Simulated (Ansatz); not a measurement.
We consider TePt (model structure, Cmcm, No. 63, 4 atoms in the cell), described by LDA (plane waves, PAW; Ansatz, a first-principles code).

Numerical settings: plane-wave cutoff 520 eV, 16×16×14 k mesh (along the axes of the cell as run), Fermi–Dirac smearing 0.05 eV, scalar-relativistic PAW data made under PBE.

Cell (relaxed at this level):

```cif
data_Pt2Te2
_chemical_formula_sum 'Te2 Pt2'
_space_group_name_H-M_alt 'P 1'
_space_group_IT_number 1
_cell_length_a 5.58882
_cell_length_b 5.58882
_cell_length_c 3.86396
_cell_angle_alpha 90.000
_cell_angle_beta 90.000
_cell_angle_gamma 138.992
loop_
_space_group_symop_operation_xyz
  'x, y, z'
loop_
_atom_site_label
_atom_site_type_symbol
_atom_site_fract_x
_atom_site_fract_y
_atom_site_fract_z
_atom_site_occupancy
Te1 Te 0.64341 0.35659 0.25000 1
Pt1 Pt 0.89838 0.10162 0.25000 1
Te2 Te 0.35659 0.64341 0.75000 1
Pt2 Pt 0.10162 0.89838 0.75000 1
```

Task: Give the computed bulk modulus.

Result: 
bulk modulus: 149 GPa

The run finds no gap.

Note: the bulk modulus is −V dP/dV from two relaxed cells at ±2 % in volume; the relaxation could raise the start's symmetry but not lower it, so the cell can be a saddle point.

Spin–orbit coupling is not included; it can open a gap where bands touch, and shift volumes and moduli.

A model structure was made by putting elements into a prototype or built by hand; it is no filed structure, need not be a known phase, and can be a saddle point held by its symmetry.
